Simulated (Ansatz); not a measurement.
SrZrO3, response to strain

Base system: SrZrO₃ (space group I4/mcm, No. 140; a = 5.736 Å, c = 8.324 Å; a cell from a computed database, its experimental status unchecked). Axes: x, y, z lie along a, b, c of the conventional cell.

Strains are applied to the cell and any free atomic positions relax.

All numbers come from plane-wave PAW DFT at the PBEsol level (Ansatz, a quantum-chemistry and plane-wave program, 420 eV), no spin-orbit coupling.

Notes on the quantities. pressure: mean of the normal stresses, compression positive; energy relative to the base: free energy F.

```tsv
variant	pressure	gap character	energy relative to the base	volume per atom
base	0.0 kbar	indirect, X → Γ	0 meV/atom	13.70 Å³
isotropic strain −5.04 %	342.1 kbar	indirect, M → Γ	+183 meV/atom	11.73 Å³
isotropic strain +5.10 %	-169.9 kbar	indirect, k = (0, 0, 1/4) in the run's primitive reciprocal basis → Γ	+134 meV/atom	15.90 Å³
uniaxial strain ε_xx = +0.51 %	-7.3 kbar	indirect, T → Γ	+0.3 meV/atom	13.77 Å³
```

Stability against distortions was not tested. k-point labels follow each cell's own Brillouin zone.
